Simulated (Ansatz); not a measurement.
Start from FeS2 (space group Pnnm, No. 58; a = 4.3675 Å, b = 5.3331 Å, c = 3.3444 Å; non-magnetic).

The values are results of plane-wave PAW DFT at the PBEsol level (Ansatz, an electronic-structure program, 420 eV), no SOC, not measurements.

Before the change:

The band gap comes out as 0.92 eV.

It is then changed as follows: a hydrostatic pressure of 15 GPa.

Problem. What does the calculation give for the band gap after the change?

Solution. The band gap rises by 0.168 eV, from 0.92 eV to 1.08 eV.

Load acts through the strain it causes; cell and atoms are relaxed under it. No phonon test of stability was made. Competing high-pressure phases were not computed. Seeded moments were not kept for the base. All final runs are without spin polarisation.
